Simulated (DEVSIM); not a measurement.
Device: abrupt Si n-p junction, at 300 K.

Layer 1 from the left is Si, thickness (μm) 0.360, Nd (cm⁻³) 2.5e17, τn (s) 4.6e-5, τp (s) 4.6e-5. Layer 2 from the left is Si, thickness (μm) 0.720, Na (cm⁻³) 3.4e14, τn (s) 4.6e-5, τp (s) 4.6e-5.

Left contact: ohmic. Right contact: ohmic. Voltage is applied to the left contact. Recombination: SRH at mid-gap, radiative, Auger. Mobility is μmin + (μ − μmin)/(1 + (N/Nref)^α).

This is a model device: material constants are rounded textbook-type values typed into the input, and sizes, dopings and lifetimes were drawn at random. Values at 300 K.

Si: gap (eV) 1.124, affinity (eV) 4.05, permittivity 11.7, Nc (cm⁻³) 2.86e19, Nv (cm⁻³) 3.1e19, μn (cm²/Vs) 1417, μp (cm²/Vs) 470, μn,min 52, μp,min 45, Nref,n 9.7e16, Nref,p 2.2e17, αn 0.68, αp 0.72, B (cm³/s) 4.7e-15, Cn (cm⁶/s) 2.8e-31, Cp (cm⁶/s) 9.9e-32.

Simulated with DEVSIM: 1D drift-diffusion, Boltzmann statistics, complete ionisation; no tunnelling, impact ionisation, image-force lowering or self-heating.

**Question.** What does the simulation give for the dark forward voltage at 1 A/cm², the largest field in the device at zero bias?

**Answer.** dark forward voltage at 1 A/cm² 0.409 V; largest field in the device at zero bias 29000 V/cm.
